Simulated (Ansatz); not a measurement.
Take Pd in the fcc (Cu type) structure (space group Fm-3m, No. 225; a = 3.9428 Å) as the base.

It is then changed as follows: a hydrostatic pressure of 15 GPa.

Levels (all Ansatz, a program for electronic structure, PAW): PBE (420 eV, without spin-orbit coupling); r2SCAN (500 eV, no spin-orbit coupling).

The geometry is relaxed with PBE.

```
Item            Result
------------  --------
PBE pressure  15.0 GPa
```

Problem. What does r2SCAN give at this geometry for the pressure?

Solution. The pressure drops by 5.2 GPa to 9.8 GPa.

Single points use the geometry relaxed with PBE. Their cutoffs differ, which shifts pressures a little. Load acts through the strain it causes; cell and atoms are relaxed under it. No phonon test of stability was made. Competing high-pressure phases were not computed. All final runs are without spin polarisation. Pd has a high density of states at the Fermi level and may be magnetic at this level.
